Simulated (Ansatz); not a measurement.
Point defect N on the Si site + N interstitial started as a split pair with N in silicon

Method: PBE, PAW (plane waves to 420 eV; Ansatz, a first-principles code). The supercell holds 216 host sites (3×3×3 repeats of a cell of 8 atoms), with a 2×2×2 shifted k-point sampling for the final energies. Sites at the start: the Si site; sharing that site along <100>. Finite-size correction: monopole term and site-potential alignment. Dielectric constants: PBE linear response of the host. Host gap at this level: 0.61 eV. Finite-size and sampling errors can reach tenths of an eV here. PBE underestimates the host's gap, which shifts levels and can delocalise carriers. Spin–orbit coupling is left out. Each state is the lowest found from its start.

Formation energies E_f are given with the Fermi level at the valence-band maximum. Chemical conditions: impurity bounded by its compound with the host (Δμ(Si) = 0.00 eV, Δμ(N) = -1.86 eV, bounded by beta Si3N4; only phases computed here count, gases as isolated molecules at 0 K). Reference phases: N: N2 molecule in a box, Si: silicon.

The name describes the start; the neighbours show where the atoms ended.

Charges with a result: +1, 0, −1. Others weren't obtained, and one of them could lie lower, also by skipping a charge.

```tsv
charge	moment (μB)	point group	largest move off a lattice site (Å)	neighbours of the last N atom of the defect at the end (Å)	image correction with alignment (eV)	E_f, impurity bounded by its compound with the host (eV)
+1†	quenched	–	0.73	N 1.45, Si 1.82, Si 1.82, Si 2.75, Si 2.75	0.05	–
0	not spin-polarised	D2d	0.73	N 1.45, Si 1.82, Si 1.82, Si 2.75, Si 2.75	0.00	5.03
−1†	quenched	–	0.73	N 1.45, Si 1.82, Si 1.82, Si 2.75, Si 2.75	0.07	–
```

† Not settled in this cell, so no level is given: charge +1: a level filled in part, carriers not clearly localised, level within 0.1 eV of a band edge or past it; charge −1: a level filled in part, carriers not clearly localised, level within 0.1 eV of a band edge or past it.

Point groups are those of the whole cell at tolerances of 0.03 and 0.1 Å ("near" where only the looser one holds); none is given for unsettled states.

Starting moments that weren't kept: charge +1 began with 1 μB and ended with 0.0; charge −1 began with 1 μB and ended with 0.0.

Flagged in the runs: a strain field that reaches the edge of the cell.
